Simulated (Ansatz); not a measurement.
The starting structures come from a database of crystals and need not be the phases stable at ambient conditions.

Data:

```xyz
8
Lattice="5.7895 0.0000 0.0000 0.0000 8.9012 0.0000 2.8948 0.0000 2.8948" Properties=species:S:1:pos:R:3 pbc="T T T"
Sr     1.4474     5.8913     1.4474
Sr     4.3421     3.0099     1.4474
Cu     2.8948     0.0000     0.0000
Cu     0.0000     0.0000     0.0000
Se     4.3421     7.3984     1.4474
Se     1.4474     1.5028     1.4474
F      0.0000     4.4506     0.0000
F      2.8948     4.4506     0.0000
```

Space group of this cell: P4/nmm. The cell is taken as given; by r2SCAN its mean pressure is -2.1 GPa.

Transport runs along the normal of the first two printed cell vectors, the (110) plane of the conventional cell.

No gap correction and no spin-orbit coupling; mid-gap values are interpolated between computed energies.

Task: Compute, with r2SCAN in Ansatz (a quantum-chemistry and plane-wave program), the band gap and the smallest decay constant κ at mid-gap.

Result: Gap 1.66 eV on a 10×4×10 mesh; κ = 0.181 1/Å, at the zone centre.
